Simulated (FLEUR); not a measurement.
Input and output of a self-consistent single point for NbC (Fm-3m, 2 atoms in the cell) (FLEUR).

Level of theory: PBEsol, all-electron FLAPW (FLEUR), scalar-relativistic valence.

```
CELL_PARAMETERS angstrom
      0.00000     2.23500     2.23500
      2.23500     0.00000     2.23500
      2.23500     2.23500     0.00000
ATOMIC_POSITIONS crystal
  Nb 0.00000 0.00000 0.00000
  C  0.50000 0.50000 0.50000
```

Reference input (self-consistent single point, DFT, PBE, all-electron FLAPW (FLEUR), scalar-relativistic valence): Kmax = 4.2 1/bohr; GmaxXC = 16.8 1/bohr; xcFunctional = pbe; jspins = 1; l_soc = F; mode = hist; fermiSmearingEnergy = 0.00183747 Htr; mesh (inpgen div1-3) = 17 17 17; inpgen gamma flag = false; Gmax = 16.8 1/bohr; numbands = 0; maxIterBroyd = 40. This run's input differs from it in these lines:

```diff
@@ -14,2 +14,3 @@
 &comp jspins=1 /
+&exco xctyp='PBEs' /
 &kpt div1=17 div2=17 div3=17 /
@@ -26,3 +27,3 @@
       <coreElectrons ctail="T" frcor="F" kcrel="0" coretail_lmax="0"/>
-      <xcFunctional name="pbe" relativisticCorrections="F"/>
+      <xcFunctional name="PBEs" relativisticCorrections="F"/>
       <magnetism jspins="1"/>
```

Log, with long lists cut:

```
 Iteration:     1   Distance:      32.28720243 me/bohr^3
 Iteration:     2   Distance:      27.31643382 me/bohr^3
 Iteration:     3   Distance:       8.71138764 me/bohr^3
 Iteration:     4   Distance:       9.99883736 me/bohr^3
 Iteration:     5   Distance:       1.39233489 me/bohr^3
   [... 5 lines left out ...]
 Iteration:    11   Distance:       0.00870403 me/bohr^3
 Iteration:    12   Distance:       0.00016990 me/bohr^3
 Iteration:    13   Distance:       0.00020768 me/bohr^3
 Iteration:    14   Distance:       0.00000904 me/bohr^3
 Run finished successfully
 Stop message:
   Structural relaxation: Done

[file out, last iteration]
             iter=     15
[...]
          total density-effective poten   -6.2652357749E+03
          total charge density-energy d   -1.2222538775E+02
 Updated energy parameters for spin:           1
[...]
 fermi energy and band-weighting factors:

[...]
FERMIE:
          first approx. to ef    (T=0)  :   0.566938 htr   (energy of the highest occ. eigenvalue)
          number of occ. states  (T=0)  :       1417
          first approx. to seigv (T=0)  :  -3.308305 htr
          sum of weights of occ. states :   8.500509
          sum of semicore charge        :   0.000000 e
FERHIS:  Fermi-Energy by histogram:
          bandgap                     :   0.000433 htr
   [... lines left out ...]
          charge neutrality (T=0)     :   0.001018    (zero if the highest occ. eigenvalue is "entirely" occupied)
     EF_NEWTON:  Adjust Fermi-Energy by Newton-Method.
 Direct bandgap for spin            1 :    1.9899494301287568E-002  Htr
 ---->    free energy=                     -3856.3765539404 htr
   [... lines left out ...]
      extrapolation for T->0
 ---->    total electron energy=           -3856.3764548359 htr
 ***** TOTAL FORCES ON ATOMS *****
 TOTAL FORCE FOR ATOM TYPE=  1  X=  0.000   Y=  0.000   Z=  0.000
                       FX_TOT= 0.000000 FY_TOT= 0.000000 FZ_TOT= 0.000000
 TOTAL FORCE FOR ATOM TYPE=  2  X=  4.224   Y=  4.224   Z=  4.224
                       FX_TOT= 0.000000 FY_TOT= 0.000000 FZ_TOT= 0.000000
 Structural relaxation: Done
```

The run converged in 14 iterations. FLEUR gives forces in its relaxation mode, with a further iteration, so its stop message speaks of a relaxation. 

The starting cell has typed, rounded lattice constants, without a prior relaxation at this level. Spin polarisation is off. Values depend on the basis (sphere radii, cutoffs, local orbitals), which need not be converged. The log's line on a gap gives a spacing of levels on this mesh, which the program prints for metals too.

Cost on one core of a shared machine: roughly 50 s.
